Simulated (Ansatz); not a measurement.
**How the lattice parameter a of SrInHO2 (model structure, started from the SrVO2H type, P4/mmm, No. 123, 5 atoms in the cell) moves with the method**

No measured value is used here.

| level (code) | value (Å) |
|---|---|
| LDA (Ansatz) | 4.203 |
| PBE (Ansatz) | … |
| PBEsol (Ansatz) | 4.246 |
| r²SCAN (Ansatz) | 4.253 |

Task: Fill in the missing entries.

Result: 
- PBE (Ansatz, a program for electronic structure), value (Å): 4.303

Cutoffs differ between the levels. Ansatz's density-functional and Hartree–Fock values are scalar-relativistic unless marked +SOC, with PAW data made under PBE.

A model structure was made by putting elements into a prototype or built by hand; it is no filed structure, need not be a known phase, and can be a saddle point held by its symmetry.
